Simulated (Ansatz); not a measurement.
Data:

```xyz
2
Lattice="0.0000 0.0000 -3.7971 -1.9692 2.7848 -1.8986 1.9692 2.7848 -1.8986" Properties=species:S:1:pos:R:3 pbc="T T T"
Si     0.0000     2.7728    -3.7971
Si     0.0000     4.1892    -5.6957
```

No spin polarisation.

Method: DFT with PBEsol, PAW potentials and a 420 eV plane-wave cutoff in Ansatz (a program for electronic structure), without spin-orbit coupling. k-mesh 11×11×11 (Γ-centred); smearing 0.05 eV (Fermi–Dirac).

Question: Predict the smallest direct gap, band gap and in-plane stress.

Answer: The smallest direct gap is 2.07 eV, the band gap is 0.28 eV and the mean in-plane stress (compression positive) is -4.9 GPa.

A biaxial case was relaxed in a doubled cell and then solved in the primitive one. The cells carry an imposed strain or load. Stability against distortions was not tested. The cell was made from Si in the diamond structure (space group Fd-3m, No. 227) by this change: biaxial strain +2.50 %, plane normal [110], relaxed out of plane. The zero or small gap of Si under biaxial strain +2.50 %, plane normal [110], relaxed out of plane can change with the level of theory.
